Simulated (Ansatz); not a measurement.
Functionals compared on the (221) surface of fcc Pt in its 1x1 cell, outermost plane spacing 0.66 Å in the ideal cut, in Ansatz (plane waves, PAW). The structure was relaxed with PBE; the other rows are single points on it, each with its references at the same level. Cutoff 420 eV (500 eV for r2SCAN).

Model: 16-atom slab, 9.9 Å thick at the start (thin: gaps and levels are the slab's own), 13x5x1 mesh, Fermi-Dirac 0.1 eV, dipole correction, all atoms relaxed; held to the start's symmetry, so lower structures may exist; no spin, no spin-orbit, no U. These notes are the PBE run's.

```tsv
functional	surface energy (J/m²)	work function of the top face (eV)	rough cost of the single point
PBE	1.65	5.39	–
LDA	2.25	5.78	roughly 4 core-minutes
PBEsol	2.07	5.51	about 4 core-minutes (a rough figure)
RPBE	1.39	5.23	around 4 core-minutes (rough)
r2SCAN	(withheld)	(withheld)	very roughly 7 core-minutes
```

Task: Some entries are withheld; supply them.

Result: 
- r2SCAN, surface energy (J/m²): 1.85
- r2SCAN, work function of the top face (eV): 5.42

Ansatz is a quantum-chemistry and plane-wave program.
